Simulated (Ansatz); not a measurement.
Here is the system:

End structure of the (10-11) surface of wurtzite CdSe in its 1x1 cell (cut with top plane Cd, bottom plane Cd), relaxed from an ideal cut (the real face may reconstruct), with unlike faces, outermost plane spacing 1.53 Å in the ideal cut (in the relaxation 2 Cd–Se bonds formed; 1 Cd–Se bonds broke; Se ended outermost):

```xyz
16
Lattice="4.3828 0.0000 0.0000 -2.1914 8.0991 0.0000 0.0000 0.0000 29.0000" Properties=species:S:1:pos:R:3 pbc="T T T"
Cd     0.0011     7.7006     8.9271
Se     2.1925     6.2353     8.7856
Se     2.1916     2.1629     9.3037
Cd     0.0002     2.2003    10.7471
Cd     2.1922     5.8589    11.3636
Se     0.0008     4.5477    12.2361
Se    -0.0002     0.1936    12.7045
Cd     2.1912     0.5289    14.0758
Cd     0.0004     4.1223    14.7892
Se     2.1918     2.7821    15.6290
Se    -0.0009     6.6042    16.1973
Cd     2.1905     6.1620    17.6582
Cd     2.1913     1.1196    17.6920
Se    -0.0001     0.8188    19.1535
Se     2.1903     4.8154    19.8884
Cd    -0.0012     3.4253    19.5163
```

Model: 16-atom slab, Cd8Se8, 12.9 Å thick at the start, 4x2x1 mesh, Fermi-Dirac 0.025 eV, dipole correction, single point; no symmetry held, on the structure that PBE left; no spin, no spin-orbit, no U.

Q: Give the surface energy (mean of two unlike faces) at the level HSE06, at the PBE geometry (Ansatz, a program for electronic structure).

A: 0.46 J/m^2

Q: Estimate the highest filled level below the top vacuum level that HSE06, at the PBE geometry returns for this input.

A: 4.94 eV

Q: Give the gap of the slab on its k-mesh at the level HSE06, at the PBE geometry.

A: 0.94 eV
